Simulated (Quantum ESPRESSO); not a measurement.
## Quick settings and what they miss: TaN (P-62m, 6 atoms in the cell)

Self-consistent single point.

```
TaN
1.0
    5.30382     0.00000     0.00000
   -2.65191     4.59324     0.00000
    0.00000     0.00000     2.96809
Ta N
3 3
Direct
  0.00000   0.00000   0.00000
  0.33333   0.66667   0.50000
  0.66667   0.33333   0.50000
  0.39239   0.00000   0.00000
  0.60761   0.60761   0.00000
  0.00000   0.39239   0.00000
```

Level of theory: PBEsol, GBRV 1.5 ultrasoft (PBESOL) pseudopotentials (plane waves; Quantum ESPRESSO).

Base settings: ecutwfc = 40 Ry; ecutrho = 320 Ry; occupations = smearing; smearing = methfessel-paxton; degauss = 0.019992 Ry; potentials = {Ta: ta_pbesol_v1.uspp.F.UPF, N: n_pbesol_v1.2.uspp.F.UPF}; K_POINTS = automatic 9 9 13 0 0 0; conv_thr = 1e-11 Ry; mixing_beta = 0.3.

Tight run (finer mesh or higher cutoff; not a proven limit): ecutwfc: 40 Ry → 56 Ry; ecutrho: 320 Ry → 448 Ry; conv_thr: 1e-11 Ry → 7.3e-11 Ry; K_POINTS: automatic 9 9 13 0 0 0 → automatic 13 13 18 0 0 0. It gave Fermi level (on the code's own zero) 18.28 eV; pressure -20.54 GPa; largest force (vector length) 0.175 eV/Å.

Quick runs, as changes from the base:
- A: ecutwfc: 40 Ry → 24 Ry; ecutrho: 320 Ry → 192 Ry; K_POINTS: automatic 9 9 13 0 0 0 → automatic 6 6 6 1 1 1
- B: ecutwfc: 40 Ry → 20 Ry; ecutrho: 320 Ry → 160 Ry; K_POINTS: automatic 9 9 13 0 0 0 → automatic 4 4 4 0 0 0
- C: ecutwfc: 40 Ry → 32 Ry; ecutrho: 320 Ry → 256 Ry; K_POINTS: automatic 9 9 13 0 0 0 → automatic 2 2 2 1 1 1
- D: K_POINTS: automatic 9 9 13 0 0 0 → automatic 4 4 4 1 1 1
- E: ecutwfc: 40 Ry → 24 Ry; ecutrho: 320 Ry → 192 Ry; K_POINTS: automatic 9 9 13 0 0 0 → automatic 3 3 3 0 0 0

Energies are extrapolated to zero smearing width, which holds to low order in the width alone (under cold and Methfessel-Paxton smearing the free energy itself is taken).

Dashes: time of B, C, E, under 30 s.

The count of work is k-points × plane waves × bands × iterations; it is no time. Core times come from one kind of shared machine and are given to one figure; runs under 30 s give none.

The starting cell comes from a database of computed structures (which also holds hypothetical and non-ambient phases and stackings), without a prior relaxation at this level. Its lattice was rescaled by a random factor within 2.5 % of one. Spin polarisation is off. In the base run, with a pressure of about -22 GPa the cell is away from its equilibrium volume at this level.

```tsv
run	energy less tight (meV/atom)	pressure less tight (GPa)	largest miss in a force vector (eV/Å)	count of work / tight	core time / tight (rough)
A	412.8	-23.00	0.031	0.062	0.07
B	1461.4	-78.72	0.141	0.015	–
C	213.0	-0.41	0.098	0.0050	–
D	11.3	-1.61	0.015	0.037	0.07
E	454.3	-22.11	0.275	0.0098	–
```

Among the runs at the tight run's level, the energy misses run from 11.3 to 1461.4 meV/atom.
